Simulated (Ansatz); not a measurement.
Response to strain in Sn

Base system: Sn in the diamond structure (space group Fd-3m, No. 227; a = 6.656 Å; relaxed with 0.1 eV smearing).

Strains are applied to the cell and any free atomic positions relax.

All numbers come from DFT with PBE, PAW potentials and a 420 eV plane-wave cutoff in Ansatz (a quantum-chemistry and plane-wave program), no spin-orbit coupling.

Candidates:
(a) isotropic strain −2.00 %
(b) isotropic strain +2.50 %
(c) isotropic strain −1.00 %

Notes on the quantities. energy relative to the base: free energy F.

Order them by energy relative to the base, lowest first.

(c) isotropic strain −1.00 % (+3.8 meV/atom), (a) isotropic strain −2.00 % (+16 meV/atom), (b) isotropic strain +2.50 % (+21 meV/atom)

No phonon test of stability was made.
